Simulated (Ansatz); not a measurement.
BN (Fmm2, No. 42, 2 atoms in the cell; start mp-685145; a measured phase of this formula has another space group) was calculated with r²SCAN+rVV10 (plane waves, PAW; Ansatz, a quantum-chemistry and plane-wave program).

Run with plane-wave cutoff 560 eV, 16×16×16 k mesh, Fermi–Dirac smearing 0.01 eV, scalar-relativistic PAW data made under PBE.

Cell (relaxed at this level):

```cif
data_B4N4
_chemical_formula_sum 'B4 N4'
_space_group_name_H-M_alt 'Fmm2'
_space_group_IT_number 42
_space_group_name_Hall 'F 2 -2'
_cell_length_a 2.50196
_cell_length_b 6.58968
_cell_length_c 4.32660
_cell_angle_alpha 90.000
_cell_angle_beta 90.000
_cell_angle_gamma 90.000
loop_
_space_group_symop_operation_xyz
  'x, y, z'
  '-x, -y, z'
  '-x, y, z'
  'x, -y, z'
  'x, y+1/2, z+1/2'
  '-x, -y+1/2, z+1/2'
  '-x, y+1/2, z+1/2'
  'x, -y+1/2, z+1/2'
  'x+1/2, y, z+1/2'
  '-x+1/2, -y, z+1/2'
  '-x+1/2, y, z+1/2'
  'x+1/2, -y, z+1/2'
  'x+1/2, y+1/2, z'
  '-x+1/2, -y+1/2, z'
  '-x+1/2, y+1/2, z'
  'x+1/2, -y+1/2, z'
loop_
_atom_site_label
_atom_site_type_symbol
_atom_site_symmetry_multiplicity
_atom_site_Wyckoff_symbol
_atom_site_fract_x
_atom_site_fract_y
_atom_site_fract_z
_atom_site_occupancy
B1 B 4 a 0.00000 0.00000 0.00012 1
N1 N 4 a 0.00000 0.00000 0.66658 1
```
(The calculation used a cell of 2 atoms; values per cell refer to that cell.)

Task: Give the computed band gap, smallest direct gap on the k points sampled and direct gap at Γ.

Result: 
band gap: 3.89 eV (indirect)
smallest direct gap on the k points sampled: 5.13 eV
direct gap at Γ: 6.88 eV

The computed numbers hold no vibrational or temperature effects.

A start named mp-… is a Materials Project structure, which need not be a measured phase.
